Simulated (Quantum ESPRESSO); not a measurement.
# Short convergence ladders for CrW (Cmm2, 2 atoms in the cell)

```xyz
2
Lattice="1.5366 -2.2022 0.0000 1.5366 2.2022 0.0000 0.0000 0.0000 4.2392" Properties=species:S:1:pos:R:3 pbc="T T T"
Cr     0.0000     0.0000     0.0500
W      1.5366     0.0000     2.1196
```

Base method: PBEsol, GBRV 1.5 ultrasoft (PBESOL) pseudopotentials (plane waves; Quantum ESPRESSO 7.5).

Base settings: ecutwfc = 50 Ry; ecutrho = 400 Ry; occupations = smearing; smearing = gaussian; degauss = 0.0073499 Ry; potentials = {Cr: cr_pbesol_v1.5.uspp.F.UPF, W: w_pbesol_v1.2.uspp.F.UPF}; K_POINTS = automatic 6 6 4 0 0 0; conv_thr = 1e-10 Ry; mixing_beta = 0.3.

The count of work is k-points × plane waves × bands × iterations; it is no time. Core times come from one kind of shared machine, to one figure; runs under 30 s give none.

**The k-point mesh**

The second cell is the first with its lattice scaled by 0.98.

Only quantities that move along the ladder and can be compared are tabulated.

| K_POINTS | free energy less the last step's (meV/atom) | energy of the compressed cell less the first (meV/atom) | pressure (GPa) | largest difference of a force vector from the last step's (eV/Å) | count of work / last |
|---|---|---|---|---|---|
| automatic 2 2 2 0 0 0 | 239.48 | -50.27 | -16.67 | 0.188 | 0.017 |
| automatic 4 4 2 0 0 0 | -9.96 | -37.77 | -15.16 | 0.025 | 0.029 |
| automatic 5 5 3 0 0 0 | -11.24 | -23.08 | -12.77 | 0.027 | 0.037 |
| automatic 6 6 4 0 0 0 | -22.77 | -28.13 | -13.56 | 0.042 | 0.081 |
| automatic 8 8 5 0 0 0 | -1.43 | -25.07 | -13.02 | 0.035 | 0.13 |
| automatic 10 10 6 0 0 0 | 3.04 | -25.48 | -13.06 | 0.018 | 0.24 |
| automatic 17 17 10 0 0 0 | 0.00 | -25.83 | -13.13 | 0.000 | 1.0 |

Coarsest K_POINTS that holds the energy of the compressed cell less the first within 2 meV/atom of the last step, with all finer ones: automatic 8 8 5 0 0 0, at 0.13 of the last step's count of work; the step before is off by 2.3 meV/atom.

Coarsest K_POINTS that holds the free energy within 5 meV/atom: not settled: the last two steps still differ by 3.0 meV/atom, over half the tolerance, so the ladder does not show it.

Coarsest K_POINTS that holds the pressure within 1 GPa of the last step, with all finer ones: automatic 5 5 3 0 0 0, at 0.037 of the last step's count of work; the step before is off by 2.0 GPa.

**The k-point mesh at a smearing width of 0.3 eV**

In this ladder: degauss = 0.02205 Ry.

Only quantities that move along the ladder and can be compared are tabulated.

```tsv
K_POINTS	free energy less the last step's (meV/atom)	pressure (GPa)	largest difference of a force vector from the last step's (eV/Å)	count of work / last	core time / last (rough)
automatic 5 5 3 0 0 0	-2.88	-12.85	0.007	0.013	–
automatic 7 7 4 0 0 0	6.26	-12.88	0.009	0.035	–
automatic 10 10 6 0 0 0	0.80	-12.89	0.009	0.092	0.1
automatic 14 14 9 0 0 0	0.23	-12.97	0.003	0.21	0.2
automatic 21 21 13 0 0 0	0.01	-12.98	0.001	0.62	0.6
automatic 25 25 15 0 0 0	0.00	-12.99	0.000	1.0	1
```

Coarsest K_POINTS that holds the pressure within 0.05 GPa of the last step, with all finer ones: automatic 14 14 9 0 0 0, at 0.21 of the last step's count of work and about 0.2 of the last step's time; the step before is off by 0.09 GPa.

Coarsest K_POINTS that holds the forces within 0.005 eV/Å of the last step, with all finer ones: automatic 14 14 9 0 0 0, at 0.21 of the last step's count of work and about 0.2 of the last step's time; the step before is off by 0.009 eV/Å.

Coarsest K_POINTS that holds the free energy within 2 meV/atom of the last step, with all finer ones: automatic 10 10 6 0 0 0, at 0.092 of the last step's count of work and about 0.1 of the last step's time; the step before is off by 6.3 meV/atom.

**The number of bands**

The mesh stays at the base's, so the ladder's end is converged at best in this setting alone.

Only quantities that move along the ladder and can be compared are tabulated.

| nbnd | free energy less the last step's (meV/atom) | pressure (GPa) | largest difference of a force vector from the last step's (eV/Å) | count of work / last |
|---|---|---|---|---|
| 14 | 139.88 | -11.22 | 0.125 | 0.82 |
| 16 | 0.00 | -13.57 | 0.000 | 0.45 |
| 18 | 0.00 | -13.56 | 0.000 | 0.42 |
| 24 | 0.00 | -13.57 | 0.000 | 0.52 |
| 46 | 0.00 | -13.57 | 0.000 | 1.0 |

Coarsest nbnd that holds the forces within 0.02 eV/Å of the last step, with all finer ones: 16; the step before is off by 0.12 eV/Å.

Coarsest nbnd that holds the pressure within 0.05 GPa of the last step, with all finer ones: 16; the step before is off by 2.4 GPa.

Coarsest nbnd that holds the free energy within 1 meV/atom of the last step, with all finer ones: 16; the step before is off by 140 meV/atom.

On the base run: the starting cell comes from a database of computed structures (which also holds hypothetical and non-ambient phases and stackings), without a prior relaxation at this level. Its lattice was rescaled by up to half a per cent. One atom was moved a little off its site on purpose. Spin polarisation is off. In the base run, with a pressure of about -14 GPa the cell is away from its equilibrium volume at this level. Without a gap this mesh is coarse (it stands for a supercell whose shortest vector is 16 Å).
